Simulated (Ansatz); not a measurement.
Consider ZnCu in the CsCl type structure (space group Pm-3m, No. 221; a = 2.908 Å; relaxed with 0.1 eV smearing). Axes: x, y, z lie along the cube axes.

Level of theory: DFT with PBEsol, PAW potentials and a 420 eV plane-wave cutoff in Ansatz (an electronic-structure program), scalar-relativistic without spin-orbit coupling.

One thing is altered: every lattice vector is stretched by 1.50 %, atoms relaxed at fixed cell.

Task: Predict the stress tensor and what it implies for the stiffness.

Result: Stress of the strained cell less that of the base (GPa, compression positive):
```
   -5.5     0.0     0.0
    0.0    -5.5     0.0
    0.0     0.0    -5.5
```

Then B = −ΔP/(ΔV/V₀) with ΔV/V₀ = 0.0457 gives secant stiffness values (nonlinear terms included at this strain): B ≈ 120 GPa.

As a check, the harmonic strain energy −½ V₀ Δσ:ε is 9.4 meV/atom; the computed energy rise is 10 meV/atom.

No phonon test of stability was made. All final runs are without spin polarisation.
